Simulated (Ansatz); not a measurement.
Amorphous Si$_{26}$O$_{46}$, 72 atoms at 2.19 g/cm³, one PBE-relaxed geometry, zone centre. Methods: PBE (Ansatz, a quantum-chemistry and plane-wave program); HSE06 (Ansatz). Plane waves to 420 eV (r2SCAN 500 eV); exact exchange is cut at the cell's faces. The usual formal charges leave 12 electrons over, so the level spacing at the Fermi energy parts defect or band states and needn't be the band gap. At PBE the levels at both edges of the gap are localised (band-tail or defect states), and the nearest spread-out levels lie 4.6 eV apart at the zone centre. All rungs ran without spin polarisation.

The cell was made by melting and quenching with the CHGNet potential and then relaxed with DFT. O atoms were pushed apart under 1.9 Å during the dynamics, to hinder bonds among them. It is a model cell: composition and starting density were chosen by hand, and all elements were melted together. No dispersion term was used. Its density started from a set value of 2.19 and ended at 2.19 g/cm³. The quench (nominally 1200 K/ps over its main leg) was far faster than any real one, so the model tends to hold more defects than a real film. A cell of this size samples the disorder only roughly. The volume was held where the preparation left it, at a PBE pressure of 1.2 GPa. Stress components on the final sampling reach 3.3 GPa.

The relaxation ran on the zone centre alone. At PBE the level spacing at the Fermi energy is 1.76 eV on a 2×2×2 Γ-centred mesh, and the spacing at the zone centre alone 1.77 eV.

**Question.** What zone-centre spacing does HSE06 give, roughly?

**Answer.** 2.55 eV (+0.77 eV against PBE).

The highest filled and the lowest empty state spread over these numbers of atoms (participation numbers): PBE: 4.8 and 5.1; HSE06: 4.4 and 4.8.
